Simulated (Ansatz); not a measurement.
Output of an Ansatz run (abridged):

```
WARN ansatz: RAYON_NUM_THREADS=1 ignored (pool sized by the plan → 1); use --threads N
Pseudopotentials: kind: paw
Pseudopotential: S, paw, valence charge 6
Crystal: 2 atoms, lattice volume = 33.390 Å³
Basis set: ecut = 420 eV, 673 PW (Γ), exchange–correlation on 54×54×54 points (8 copies of the dense FFT grid, shifted against one another)
Bands: 10, of which v1, the nominal top of the filled ones, is band 6 counted from 1 (5 counted from 0)
Symmetry: 16 space group operations
Space group: I41/amd (ITA 141), of the structure as read, at distance tolerance 3.2e-5 Å
k-points: 75 of 729
Initial density: superposition of atomic densities (neutral atoms: chi_scale 0, normalization atom), corrected by the library's trained network
Initial wavefunctions: pseudopotential atomic-orbital guess
Eigensolver: davidson
Functional: x = pbe(κ = 0.804, μ = 0.2195149727645171), c = pbe(β = 0.06672455060314922)
SCF iter   1: F=—  HF=-1802.275092 eV  |F-HF|=—  |Δ(HF+E_count)|=         —  Δρ=3.80e-3  dr2=2.85e-3  ethr=1.77e-3  ⟨swp⟩=6.3  Hψ=5273  notcnv=0
all-band conjugate gradients solve this SCF's bands
preconditioner: auto → none
SCF iter   2: F=—  HF=-1802.274789 eV  |F-HF|=—  |Δ(HF+E_count)|=   3.03e-4  S|Δr|=    0.00e0  Δρ=2.24e-3  dr2=1.01e-3  ethr=2.37e-5  ⟨swp⟩=1.4  Hψ=1397  notcnv=0
SCF iter   3: F=—  HF=-1802.274826 eV  |F-HF|=—  |Δ(HF+E_count)|=   3.67e-5  S|Δr|=    0.00e0  Δρ=2.00e-4  dr2=1.55e-5  ethr=8.45e-6  ⟨swp⟩=1.9  Hψ=1001  notcnv=0
SCF iter   4: F=—  HF=-1802.274826 eV  |F-HF|=—  |Δ(HF+E_count)|=   2.51e-7  S|Δr|=    0.00e0  Δρ=7.01e-5  dr2=8.21e-7  ethr=1.30e-7  ⟨swp⟩=2.4  Hψ=1185  notcnv=0
SCF iter   5: F=-1802.274827 eV  HF=-1802.274827 eV  |F-HF|=2.84e-8  |Δ(HF+E_count)|=   7.22e-7  S|Δr|=    0.00e0  Δρ=1.14e-5  dr2=4.75e-8  ethr=8.33e-10  ⟨swp⟩=6.0  Hψ=3926  notcnv=0
SCF 1 converged in 5 iterations: F = -1802.274827 eV  dr2 = 4.75e-8
SCF converged after 5 iterations
Stability not checked (fill_not_monotonic)
Free energy (F): -1802.274827 eV
Harris-Foulkes:  -1802.274827 eV  (|F-HF|=2.84e-8)
Internal energy: -1802.276354 eV  (E = F + TS)
E sigma→0 (E₀):  -1802.275336 eV
Entropy (-TS):   0.001528 eV (0.764 meV/atom)
Fermi energy:    8.936647 eV
--- Per-component energies (eV) ---
  E_band       = 22.742403
  E_kinetic    = 208.683471
  E_local      = -133.108089  (includes V_loc(G=0)·N_el)
  E_nonlocal   = 59.309227
  E_hartree    = 34.990259
  E_xc         = -192.215892
  E_vxc        = -172.355136  (∫ρ·V_xc dr)
  E_paw        = -1200.204329  (= ΣΔE_a)
  E_vpaw       = -9.769847  (= ΣTr[D̂ρ^β])
  E_aug_tail   = 0.000003  (compensation charges beyond the density's cutoff)
  E_ewald      = -579.731004
  E_smearing   = 0.001528  (= −TS)
  E_closure    = 0.000000  (closes the sum)
  Σ components = -1802.274827   (vs F -1802.274827, Δ=0.00e0)
--- Forces (eV/Å), atoms counted from 1 ---
  atom   1  S     -0.00000000    -0.00000000     0.00000000
  atom   2  S      0.00000000    -0.00000000     0.00000000
  max |Σ_I F_I| component: 2.78e-17 eV/Å
--- Stress (GPa, compression-positive) ---
        5.115353      -0.000000      -0.000000
       -0.000000       5.115353       0.000000
       -0.000000       0.000000       1.357237
  P = ⅓ Tr σ = 3.8626 GPa (38.626 kbar)
  The stress holds the Pulay correction. Without it, at fixed plane waves, as pw.x and ABINIT print it: P = 3.8560 GPa
--- Band table (eV; the first three rows and the last of 75) ---
  k-point 0: bands = ["-8.2157", "-1.8724", "3.3298", "3.3298", "10.6160", "10.6296", "10.6296", "10.7311", "11.6335", "17.1617"]
  k-point 1: bands = ["-8.0953", "-2.2498", "3.4498", "3.5655", "9.7684", "10.2415", "10.7134", "10.9999", "12.1234", "17.6591"]
  k-point 2: bands = ["-7.7368", "-3.1635", "3.8076", "4.1458", "8.6030", "9.2895", "10.6750", "11.0202", "13.4882", "17.8700"]
  k-point 74: bands = ["-5.2492", "-5.0112", "0.8357", "1.0769", "10.0431", "10.0722", "11.9498", "12.2379", "18.8963", "18.9138"]
```

The structure:

```
CELL_PARAMETERS angstrom
     -2.48251     2.48251     1.35449
      2.48251    -2.48251     1.35449
      2.48251     2.48251    -1.35449
ATOMIC_POSITIONS crystal
  S  0.75000 0.25000 0.50000
  S  0.00000 0.00000 0.00000
```

Question: Reconstruct the input of this run.

Answer: Other spellings and defaults could give the same log, and not every line can be read from it. The input that was run (DFT, PBE, plane waves, default PAW files):

Ansatz 0.2 input:
```yaml
# S
crystal:
  lattice:
    - [-2.482509, 2.482509, 1.354487]
    - [2.482509, -2.482509, 1.354487]
    - [2.482509, 2.482509, -1.354487]
  atoms:
    - { symbol: S, position_ang: [0.000000, 2.482509, 0.677243] }
    - { symbol: S, position_ang: [0.000000, 0.000000, 0.000000] }
basis:
  ecutwfc: 420.0
kpoints:
  mp_grid:
    grid: [9, 9, 9]
hamiltonian:
  xc: pbe
  pseudopotentials:
    kind: paw
scf:
  occupations:
    method: cold
    width: 0.2
output:
  forces: true
  eigenvalues: true
  stress: true
```

The starting cell was generated: these elements placed on a structure prototype, without a prior relaxation; it need not be a known phase or ordering of this composition. With a pressure of about 4 GPa the cell is away from its equilibrium volume at this level. Ansatz's pressure includes its estimate of the finite-basis (Pulay) stress.

Ansatz is a first-principles code.
